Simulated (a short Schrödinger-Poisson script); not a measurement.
Stack: MOS inversion layer, SiO2 on p-type Si(100), at 300 K.

From the gate side: 3.9 nm SiO2; 760 nm Si, acceptors 3.2e17 cm⁻³.

Constants are typed, rounded textbook-type inputs, not results; the design itself was drawn at random and stands for no fabricated device. SiO2: permittivity 3.9, conduction-band edge (eV) 3.15, gap (eV) 9, electron mass (mₑ) 0.5. Si: permittivity 11.7, conduction-band edge (eV) 0, gap (eV) 1.124, Nv at 300 K (cm⁻³) 3.1e19.

Channel valleys (confinement mass, in-plane density-of-states mass, number): Δ2 0.916, 0.19, 2; Δ4 0.19, 0.417, 4. At the gate the conduction-band edge of layer 1 lies 3.65 eV − eVg above the Fermi level of the channel; the field vanishes at the back. Gaps are held at their typed values at every temperature. Mesh 0.03 nm at interfaces.

Solved with a short Schrödinger-Poisson script written for these runs: 1D Poisson equation in equilibrium, electrons quantum, Hartree (BenDaniel-Duke, 12 states a valley, the channel's in-plane mass for all, wave functions free to enter the dielectric), parabolic valleys, classical holes, full ionisation, no traps, pinning or gate leakage.

| Vg (V) | electrons (cm⁻²) | C (μF/cm²) | Δ2 E0 (meV from the Fermi level) | Δ4 E0 (meV from the Fermi level) |
|---|---|---|---|---|
| 0.75 | 1.06e10 | 0.186 | 171.9 | 214.7 |
| 0.9 | 2.52e11 | 0.539 | 88.5 | 133.7 |
| 1.05 | 8.13e11 | 0.686 | 56.2 | 104.2 |
| 1.2 | 1.47e12 | 0.733 | 38.9 | 89.6 |
| 1.35 | 2.16e12 | 0.756 | 26.8 | 80.2 |
| 1.5 | 2.87e12 | 0.770 | 17.4 | 73.3 |
| 1.65 | 3.60e12 | 0.780 | 9.6 | 67.9 |
| 1.8 | 4.33e12 | 0.787 | 2.8 | 63.3 |
| 1.95 | 5.07e12 | 0.792 | -3.3 | 59.4 |
| 2.1 | 5.81e12 | 0.797 | -8.8 | 56.0 |
| 2.25 | 6.56e12 | 0.801 | -13.9 | 52.9 |
| 2.4 | 7.31e12 | 0.804 | -18.7 | 50.1 |
| 2.55 | 8.06e12 | 0.806 | -23.2 | 47.4 |
| 2.7 | 8.82e12 | 0.809 | -27.5 | 45.0 |
| 2.85 | 9.58e12 | 0.811 | -31.6 | 42.7 |
| 3 | 1.03e13 | 0.813 | -35.5 | 40.5 |

Gate voltages with under 1e9 electrons/cm² are left out.

### Question
At Vg = 3 V the lowest Δ2 subband lies at -35.5 meV from the Fermi level. How many electrons does it hold, and what share of all?

### Answer
The two-dimensional density of states is g m/(πħ²) = 1.59e11 cm⁻² meV⁻¹ (both spins), kT = 25.9 meV, so n = D kT ln(1 + exp(−E/kT)) = 6.56e12 cm⁻², 0.63 of the 1.03e13 cm⁻² in all.

### Question
Compare the slope of the sheet density between 2.7 and 3 V with the geometric capacitance of the layers between gate and channel.

### Answer
q Δn/ΔV = 0.790 μF/cm²; ε0/Σ(t/ε) = 0.885 μF/cm². The ratio is 0.89: the channel acts as a further capacitance in series.
